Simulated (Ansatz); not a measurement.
# SiC, response to strain

Consider SiC in the wurtzite structure (space group P6_3mc, No. 186; a = 3.056 Å, c = 5.016 Å).

Strains are applied to the cell and any free atomic positions relax.

Computed with LDA (Ansatz, a program for electronic structure; PAW; 420 eV plane waves; no spin-orbit coupling).

Notes on the quantities. energy relative to the base: free energy F; pressure: mean of the normal stresses, compression positive.

```tsv
case	band gap	electron mass	energy relative to the base	pressure	smallest direct gap
base	2.13 eV	0.26 mₑ along c, 0.43 mₑ across (at K)	0 meV/atom	0.00 GPa	3.92 eV
isotropic strain +0.60 %	2.16 eV	0.26 mₑ along c, 0.43 mₑ across (at K)	+2.3 meV/atom	-3.99 GPa	3.88 eV
isotropic strain +1.20 %	2.19 eV	0.26 mₑ along c, 0.44 mₑ across (at K)	+9.1 meV/atom	-7.69 GPa	3.85 eV
isotropic strain +1.80 %	2.23 eV	0.27 mₑ along c, 0.44 mₑ across (at K)	+20 meV/atom	-11.11 GPa	3.81 eV
isotropic strain +2.40 %	2.26 eV	0.27 mₑ along c, 0.44 mₑ across (at K)	+35 meV/atom	-14.26 GPa	3.78 eV
isotropic strain +3.00 %	2.29 eV	0.27 mₑ along c, 0.45 mₑ across (at K)	+54 meV/atom	-17.17 GPa	3.74 eV
```

Effective masses come from finite differences of ±0.01 Å⁻¹. Whether these cells are dynamically stable was not tested.
